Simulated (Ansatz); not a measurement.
Take TiB2 (space group P6/mmm, No. 191; a = 3.032 Å, c = 3.224 Å; relaxed with 0.1 eV smearing) as the base.

Level of theory: plane-wave PAW DFT at the PBE level (Ansatz, an electronic-structure program, 420 eV), no SOC.

Base values:

- Pressure = 0.0 GPa
- Band gap = zero

One thing is altered: an isotropic linear strain of +0.50 %; the atoms relax in the strained cell.

Estimate the effect on the energy relative to the base, pressure and band gap.

The energy rises by 1.5 meV/atom; the pressure (mean of the normal stresses, compression positive) goes from zero to -3.7 GPa; the band gap stays zero.

Whether these cells are dynamically stable was not tested. The final runs are not spin-polarised.
